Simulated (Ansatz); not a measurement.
**PbSe: isotropic strain −1.50 %**

The reference is PbSe in the rock salt structure (space group Fm-3m, No. 225; a = 6.218 Å).

Perturbation: an isotropic linear strain of −1.50 %, atoms relaxed at fixed cell.

Level of theory: PBE/PAW in Ansatz (a quantum-chemistry and plane-wave program), scalar-relativistic without spin-orbit coupling. Settings: 9×9×9 k-points, 0.05 eV Fermi–Dirac smearing.

| quantity | base | changed | shift |
|---|---|---|---|
| volume per atom | 30.05 Å³ | 28.72 Å³ | -1.33 Å³ |
| space group | Fm-3m (No. 225) | Fm-3m (No. 225) | – |
| shortest interatomic distance | 3.109 Å | 3.062 Å | -0.047 Å |
| energy relative to the base (free energy F) | 0 meV/atom | +9.2 meV/atom | +9.2 meV/atom |
| band gap | 0.43 eV | 0.29 eV | -0.14 eV |
| gap character | direct at L | direct at L | – |
| mean gap deformation potential ΔEg/Δln V | – | +3.1 eV | – |
| width of the top valence band | 2.92 eV | 3.23 eV | +0.31 eV |
| electron mass | 0.15 mₑ along k, 0.12 mₑ across (at L) | 0.11 mₑ along k, 0.12 mₑ across (at L) | – |
| valley order (the lowest conduction-band minima on the path, energy above the VBM, named in the base's zone) | L along ⟨111⟩ 0.43 eV; a point along ⟨110⟩, about 0.6 Å⁻¹ from Γ 1.22 eV | L along ⟨111⟩ 0.29 eV; a point along ⟨110⟩, about 0.6 Å⁻¹ from Γ 1.12 eV | – |

Final structure:

```
CELL_PARAMETERS angstrom
      0.00000     3.06226     3.06226
      3.06226     0.00000     3.06226
      3.06226     3.06226     0.00000
ATOMIC_POSITIONS crystal
  Pb 0.00000 0.00000 0.00000
  Se 0.50000 0.50000 0.50000
```

Spin-orbit coupling, missing from the scalar runs, can matter with Pb. Effective masses come from finite differences of ±0.01 Å⁻¹. Along k means along the line from Γ to the band edge. Stability against distortions was not tested. A zero or small gap of PbSe under isotropic strain −1.50 % can be the functional's error rather than a property of the material.
